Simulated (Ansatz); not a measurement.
Results of LDA (Ansatz, a first-principles code, plane waves, PAW) for KHCO3 (P2₁/c, No. 14).

Settings: plane-wave cutoff 500 eV, 12×8×4 k mesh (along the axes of the cell as run), gaussian smearing 0.02 eV, scalar-relativistic PAW data made under PBE.

Cell (relaxed at this level):

Space group P2₁/c (No. 14); a = 3.508 Å, b = 5.468 Å, c = 14.711 Å, α = 90.00°, β = 103.16°, γ = 90.00°

| atom | site | symmetry | x | y | z |
|---|---|---|---|---|---|
| K | 4e | 1 | 0.2906 | 0.0208 | 0.1670 |
| H | 4e | 1 | 0.4741 | 0.1935 | 0.4917 |
| C | 4e | 1 | 0.1490 | 0.0148 | 0.3822 |
| O | 4e | 1 | 0.1004 | 0.5261 | 0.1934 |
| O | 4e | 1 | 0.7188 | 0.3133 | 0.0793 |
| O | 4e | 1 | 0.2807 | 0.2225 | 0.4239 |

### Question
Predict the band gap.

### Answer

* **band gap**: 5.19 eV (on the SCF k mesh)

Note: the relaxation could not lower the start's symmetry, so the cell can be a saddle point above a distorted one; the volume lies 10 % below that of the published cell.
